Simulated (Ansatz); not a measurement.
## Ga2O3 under a change: uniaxial strain ε_zz = −1.20 %

Base system: Ga$_{2}$O$_{3}$ in the corundum structure (space group R-3c, No. 167; a = 4.985 Å, c = 13.442 Å (hexagonal axes)). Axes: x lies along a and z along c of the hexagonal cell.

Now apply this change: the cell is compressed by 1.20 % along z with no lateral relaxation, atoms relaxed at fixed cell.

Method: r2SCAN, PAW, 500 eV (Ansatz, a quantum-chemistry and plane-wave program; no spin-orbit coupling). Settings: 8×8×8 k-points, 0.05 eV Fermi–Dirac smearing.

- Volume per atom = 9.53 Å³ (base 9.64 Å³)
- Space group = R-3c (No. 167) (base R-3c (No. 167))
- Shortest interatomic distance = 1.919 Å (base 1.925 Å)
- Energy relative to the base (free energy F) = +1.7 meV/atom
- Pressure (mean of the normal stresses, compression positive) = 2.68 GPa (base 0.00 GPa)
- Band gap = 3.67 eV (base 3.55 eV)
- Gap character = indirect, Γ–S₀ (50 % along) → Γ (base indirect, Γ–S₀ (50 % along) → Γ)
- Smallest direct gap = 3.93 eV (base 3.81 eV)
- Width of the top valence band = 0.48 eV (base 0.46 eV)
- Electron mass = 0.25 mₑ (at Γ) (base 0.25 mₑ (at Γ))
- Stress (xx, yy, zz, yz, xz, xy; compression positive) = (1.72, 1.72, 4.60, 0.00, 0.00, 0.00) GPa

Final structure:

```yaml
crystal:
  lattice:
    - [2.49230, 1.43893, 4.42678]
    - [-2.49230, 1.43893, 4.42678]
    - [0.00000, -2.87786, 4.42678]
  atoms:
    - { symbol: Ga, position: [0.35587, 0.35587, 0.35587] }
    - { symbol: Ga, position: [0.14413, 0.14413, 0.14413] }
    - { symbol: Ga, position: [0.64413, 0.64413, 0.64413] }
    - { symbol: Ga, position: [0.85587, 0.85587, 0.85587] }
    - { symbol: O, position: [0.55345, 0.94655, 0.25000] }
    - { symbol: O, position: [0.25000, 0.55345, 0.94655] }
    - { symbol: O, position: [0.94655, 0.25000, 0.55345] }
    - { symbol: O, position: [0.44655, 0.05345, 0.75000] }
    - { symbol: O, position: [0.75000, 0.44655, 0.05345] }
    - { symbol: O, position: [0.05345, 0.75000, 0.44655] }
```

Masses are band curvatures over ±0.01 Å⁻¹ around the edge. Stability against distortions was not tested.
